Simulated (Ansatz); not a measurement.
## How far PBE and r2SCAN part for MgSe

Consider MgSe in the rock salt structure (space group Fm-3m, No. 225; a = 5.508 Å).

(Cell as relaxed with PBE.)

Levels (all Ansatz, a program for electronic structure, PAW, earlier PAW set): PBE (420 eV, no SOC); r2SCAN (500 eV, no SOC).

Each level relaxes its own structure.

```json
[
 {"quantity": "volume per atom", "PBE": "20.89 Å³", "r2SCAN": "___"},
 {"quantity": "lattice parameter a", "PBE": "5.508 Å", "r2SCAN": "___"},
 {"quantity": "band gap", "PBE": "1.77 eV", "r2SCAN": "___"},
 {"quantity": "gap character", "PBE": "indirect, Γ → X", "r2SCAN": "___"},
 {"quantity": "electron mass", "PBE": "0.48 mₑ along k, 0.24 mₑ across", "r2SCAN": "___"},
 {"quantity": "hole mass (degenerate bands, along [100])", "PBE": "0.16, 0.82, 0.82 mₑ", "r2SCAN": "___"}
]
```

**Question.** Given the PBE results, estimate those of r2SCAN.

**Answer.** 
- volume per atom, r2SCAN: 20.50 Å³
- lattice parameter a, r2SCAN: 5.473 Å
- band gap, r2SCAN: 2.48 eV
- gap character, r2SCAN: indirect, Γ → X
- electron mass, r2SCAN: 0.48 mₑ along k, 0.25 mₑ across
- hole mass (degenerate bands, along [100]), r2SCAN: 0.20, 0.80, 0.80 mₑ

PBE's volume per atom lies 0.396 Å³ above r2SCAN's (1.9 %); PBE's lattice parameter a lies 0.035 Å above r2SCAN's (0.6 %); PBE's band gap lies 0.71 eV below r2SCAN's; the two agree on the gap character. Neither level is exact; r2SCAN is the comparison here, not a measurement.

Masses are band curvatures over ±0.01 Å⁻¹ around the edge. Along k means along the line from Γ to the band edge. Semilocal Kohn–Sham gaps tend to fall short of experiment. No phonon test of stability was made.
